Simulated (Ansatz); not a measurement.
Where the default PAW files enter, the runs use the earlier of Ansatz's two default sets.

Input:

```
CELL_PARAMETERS angstrom
      5.34932     0.00000     0.00000
      2.67466     4.80751     0.00000
      2.67466     0.00000     2.67466
ATOMIC_POSITIONS crystal
  Ti 0.00000 0.00000 0.00000
  Ti 0.75000 0.50000 0.50000
  O  0.95715 0.08570 0.50000
  O  0.20715 0.58570 0.00000
  O  0.79285 0.41430 0.00000
  O  0.54285 0.91430 0.50000
```

Space group of this cell: I4_1/amd, anatase. The cell is taken as given; by r2SCAN its mean pressure is -1.1 GPa.

These are r2SCAN (plane waves, PAW; Ansatz, a quantum-chemistry and plane-wave program) values and carry that method's errors.

The current runs along the normal of the first two printed vectors; no spin-orbit coupling. Scaled by the factor s: the length along the current (ions clamped). Meshes 12×12×12 and 6×6 across the current in all rows.

| s | mean pressure (GPa) | band gap (eV) |
|---|---|---|
| 0.97 | 6.0 | ? |
| 1.00 | -1.1 | 2.53 |
| 1.03 | -7.2 | 2.42 |

Q: Take the slope of the band gap against ln s from the two given rows, extrapolate to s = 0.97, and say what the run there gives.

A: Slope = (2.42 − 2.53) / ln 1.03 = -3.72 eV. The line gives 2.53 + (-3.72) × ln 0.97 = 2.64 eV. The run gives 2.60 eV, 0.04 eV under the line, 38 % of the predicted step.
